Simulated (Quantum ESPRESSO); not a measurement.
A self-consistent single point of SiP2O7 (P2_1/c, 20 atoms in the cell) with Quantum ESPRESSO.

Method of the run: PBEsol, GBRV 1.5 ultrasoft (PBESOL) pseudopotentials (plane waves; Quantum ESPRESSO).

```xyz
20
Lattice="4.3452 0.0000 0.0000 0.0000 7.2354 0.0000 -1.5039 0.0000 6.1751" Properties=species:S:1:pos:R:3 pbc="T T T"
Si     2.1726     0.0000     0.0000
Si     1.4207     3.6177     3.0875
P      0.0125     0.8069     1.9555
P      2.8288     6.4285     4.2195
P      3.5807     4.4246     1.1320
P     -0.7394     2.8108     5.0431
O      1.1638     7.1584     1.4626
O      1.6775     0.0769     4.7125
O      2.4294     3.5408     1.6250
O      0.4119     3.6946     4.5501
O      0.5313     2.1127     2.5225
O      2.3100     5.1226     3.6526
O      3.0619     5.7304     0.5651
O     -0.2206     1.5050     5.6100
O      3.3081     1.0309     0.8623
O     -0.4668     6.2045     5.3128
O      0.2852     4.6486     2.2252
O      2.5561     2.5868     3.9498
O     -0.7519     0.0000     3.0875
O      0.0000     3.6177     0.0000
```

Reference input (self-consistent single point, DFT, PBEsol, plane waves, GBRV 1.5 ultrasoft (PBESOL) pseudopotentials): ecutwfc = 40 Ry; ecutrho = 200 Ry; occupations = smearing; smearing = fermi-dirac; degauss = 0.0036749 Ry; potentials = {Si: si_pbesol_v1.uspp.F.UPF, P: p_pbesol_v1.5.uspp.F.UPF, O: o_pbesol_v1.2.uspp.F.UPF}; K_POINTS = automatic 4 3 3 0 0 0; conv_thr = 1e-08 Ry. This run's input differs from it in these lines:

```diff
@@ -16,4 +16,4 @@
    ntyp = 3,
-   ecutwfc = 40,
-   ecutrho = 200,
+   ecutwfc = 52,
+   ecutrho = 260,
    occupations = 'smearing',
```

The program printed (abridged):

```
     Self-consistent Calculation

     iteration #  1     ecut=    52.00 Ry     beta= 0.70

     total energy              =    -531.72829078 Ry
     estimated scf accuracy    <       4.37113786 Ry

     iteration #  2     ecut=    52.00 Ry     beta= 0.70

     total energy              =    -533.15246754 Ry
     estimated scf accuracy    <       2.73240065 Ry

     iteration #  3     ecut=    52.00 Ry     beta= 0.70

     total energy              =    -533.57842555 Ry
     estimated scf accuracy    <       0.05334169 Ry

   [... 6 blocks of this kind left out ...]

     iteration # 10     ecut=    52.00 Ry     beta= 0.70

     total energy              =    -533.60000626 Ry
     estimated scf accuracy    <       0.00000003 Ry

     iteration # 11     ecut=    52.00 Ry     beta= 0.70
     End of self-consistent calculation

     the Fermi energy is     8.2034 ev

!    total energy              =    -533.60000626 Ry
     estimated scf accuracy    <          1.4E-09 Ry
     smearing contrib. (-TS)   =       0.00000000 Ry
     internal energy E=F+TS    =    -533.60000626 Ry

     convergence has been achieved in  11 iterations

     Forces acting on atoms (cartesian axes, Ry/au):

     atom    1 type  1   force =     0.00000000   -0.00000000    0.00000000
     atom    2 type  1   force =     0.00000000   -0.00000000   -0.00000000
     atom    3 type  2   force =     0.00064691   -0.00116302   -0.00366162
     atom    4 type  2   force =    -0.00064691    0.00116302    0.00366162
     atom    5 type  2   force =    -0.00064691   -0.00116302    0.00366162
   [... lines left out ...]

     Total force =     0.016375     Total SCF correction =     0.000044

          total   stress  (Ry/bohr**3)                   (kbar)     P=      -36.83
  -0.00026562   0.00000000   0.00000558          -39.07        0.00        0.82
   0.00000000  -0.00023241   0.00000000            0.00      -34.19        0.00
   0.00000558   0.00000000  -0.00025311            0.82        0.00      -37.23

   JOB DONE.
```

The run converged in 11 iterations. Against the reference run the free energy falls by 5.0 meV/atom, the pressure goes from -3.42 to -3.68 GPa, the largest force hardly changes (0.137 to 0.134 eV/Å) and the gap on the mesh stays at 4.983 eV.

The starting cell comes from a database of computed structures (which also holds hypothetical and non-ambient phases and stackings), without a prior relaxation at this level.

Cost on one core of a shared machine: roughly 4 min.
